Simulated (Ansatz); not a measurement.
Structures of equal composition on the (210) surface of germanium: no caps; rebonded: 1 pair of surface atoms bonded, no caps. The slabs share one bottom face, and each structure is named by its start. These are constructed structures in small cells; real faces may alloy, dewet or reconstruct in larger ones, and not all known structures of the face are among them. Slabs of about 13 Å with all that they carry, Fermi-Dirac smearing of 0.025 eV. Bottom of the slabs: built like the top, H on every dangling bond, free. Relaxed from the named starts with such symmetry as they have, on meshes of like density; energies extrapolated to zero smearing; no spin-orbit coupling, no U. Spin-polarised runs, if any, are marked in brackets, and their order is one that fits the cell; the others ran without spin. Where a second, spin-polarised start was run, the lower counts.

All values below come from PBE (plane waves to 420 eV, PAW; Ansatz, a first-principles code).

Put the candidates in order of energy per 1x1 cell, lowest first, for PBE.

no caps (0.000 eV [spin start, no net moment], gap 0.24 eV on the mesh), rebonded: 1 pair of surface atoms bonded, no caps (0.166 eV (like top atoms buckled by 0.5 Å) [spin start, no net moment], gap 0.26 eV on the mesh)
